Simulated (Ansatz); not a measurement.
## Hypothetical diamond Al, pressure series

The reference is Al in the diamond structure (space group Fd-3m, No. 227; a hypothetical phase, not in the database extracts checked).

```
CELL_PARAMETERS angstrom
      0.00000     2.99761     2.99761
      2.99761     0.00000     2.99761
      2.99761     2.99761     0.00000
ATOMIC_POSITIONS crystal
  Al 0.75000 0.75000 0.75000
  Al 0.50000 0.50000 0.50000
```

Cell and atoms are relaxed at each pressure.

Computed with Ansatz (a first-principles code) PBEsol, scalar-relativistic without spin-orbit coupling.

Notes on the quantities. enthalpy: H = E + PV relative to the base's energy.

| case | enthalpy | density |
|---|---|---|
| base | – | 1.66 g/cm³ |
| pressure −2 GPa | -0.35 eV/atom | 1.57 g/cm³ |
| pressure −1 GPa | -0.17 eV/atom | 1.62 g/cm³ |
| pressure 0.3 GPa | +0.05 eV/atom | 1.68 g/cm³ |
| pressure 0.7 GPa | +0.12 eV/atom | 1.69 g/cm³ |
| pressure 1.5 GPa | +0.25 eV/atom | 1.72 g/cm³ |
| pressure 3 GPa | +0.49 eV/atom | 1.78 g/cm³ |
| pressure 5 GPa | +0.80 eV/atom | 1.84 g/cm³ |
| pressure 7.5 GPa | +1.17 eV/atom | 1.92 g/cm³ |
| pressure 10 GPa | +1.53 eV/atom | 1.98 g/cm³ |

Load acts through the strain it causes; cell and atoms are relaxed under it. Stability against distortions was not tested. Competing high-pressure phases were not computed.
